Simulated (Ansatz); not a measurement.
Results of r²SCAN (PAW; Ansatz, a first-principles code) for FeGe2 (I4/mcm, No. 140; cell taken from a computed entry).

Run with plane-wave cutoff 560 eV, 14×14×14 k mesh, Fermi–Dirac smearing 0.05 eV, spin-polarised start, scalar-relativistic PAW data made under PBE.

Cell (relaxed at this level):

FeGe2 has the tetragonal space group I4/mcm (No. 140), Pearson symbol tI12. Conventional cell: a = b = 5.9233 Å, c = 4.9147 Å, α = β = γ = 90.00°. Fe on 4a sees 2 Fe at 2.457 Å and 8 Ge at 2.556 Å. Ge on 8h has 4 Fe at 2.556 Å and 1 Ge at 2.589 Å and 10 Ge at 2.932–3.170 Å. (Neighbours: up to the widest gap in distance over summed covalent radii, below 1.35, at either atom; cation-cation and far metal-metal contacts left out.)
(The calculation used a cell of 6 atoms; values per cell refer to that cell.)

Problem. Predict the bulk modulus B0.

Solution. 
- bulk modulus B0: 89.1 GPa

The run finds no gap.

Note: the magnetic order was assumed, not searched for or taken from measurement; the bulk modulus is −V dP/dV from two relaxed cells at ±2 % in volume; the relaxation could not lower the start's symmetry, so the cell can be a saddle point above a distorted one.

Static lattice: no zero-point or thermal effects.

The result took about 19 core-minutes (a rough figure).
